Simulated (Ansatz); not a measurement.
Results of PBE0 (Ansatz, a program for electronic structure, plane waves, PAW) for Ta2O5 (Pbam, No. 55, 14 atoms in the cell; start mp-1104837).

Run with plane-wave cutoff 460 eV, 4×6×4 k mesh (along the axes of the cell as run), Fermi–Dirac smearing 0.01 eV, scalar-relativistic PAW data made under PBE.

Cell (relaxed with PBEsol):

```
CELL_PARAMETERS angstrom
      6.19566     0.00000     0.00005
      0.00000     3.78653     0.00000
     -0.00007     0.00000     7.32563
ATOMIC_POSITIONS crystal
  Ta 0.97940 0.00000 0.98803
  Ta 0.03132 0.00000 0.48803
  Ta 0.53132 0.00000 0.22740
  Ta 0.47939 0.00000 0.72740
  O  0.95359 0.50000 0.94945
  O  0.05712 0.50000 0.44945
  O  0.55712 0.50000 0.26599
  O  0.45358 0.50000 0.76598
  O  0.25536 0.00000 0.10771
  O  0.86587 0.00000 0.24738
  O  0.75535 0.00000 0.60771
  O  0.36587 0.00000 0.46805
  O  0.14484 0.00000 0.74738
  O  0.64484 0.00000 0.96805
```

Predict the band gap and Γ–Γ gap.


- band gap: 4.50 eV (on the SCF k mesh)
- Γ–Γ gap: 5.50 eV

Note: cell and atoms aren't relaxed at this level (largest force component 0.10 eV/Å, pressure -0.6 GPa).

Spin–orbit coupling is not included.

Static lattice: no zero-point or thermal effects.

A start named mp-… is a Materials Project structure, which need not be a measured phase.
